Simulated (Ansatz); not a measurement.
The parent structure is SnO in the litharge type structure (space group P4/nmm, No. 129; a = 3.793 Å, c = 4.764 Å; layered, stacked along the Cartesian z axis). Axes: x, y, z lie along a, b, c of the conventional cell.

Calculations: plane-wave PAW DFT at the r2SCAN+rVV10 level (Ansatz, a first-principles code, 500 eV), no spin-orbit coupling, earlier PAW set.

For the base:

* **Pressure**: 0.0 GPa
* **Shortest interatomic distance**: 2.216 Å
* **Band gap**: zero

The change: the cell is compressed by 1.03 % along z with no lateral relaxation, atoms relaxed at fixed cell.

Question: How does this affect the pressure?

Answer: The pressure (mean of the normal stresses, compression positive) goes from zero to 0.2 GPa.

Question: What does the calculation give for the energy relative to the base after the change?

Answer: The energy hardly moves.

Question: What happens to the shortest interatomic distance?

Answer: The shortest interatomic distance is nearly the same (2.216 Å against 2.215 Å).

Question: Estimate the effect on the band gap.

Answer: The band gap stays zero.

The mesh was chosen for an insulator and is coarse for the gapless case. The cells carry an imposed strain or load. Stability against distortions was not tested. The final runs are not spin-polarised. The zero or small gap of SnO can change with the level of theory.
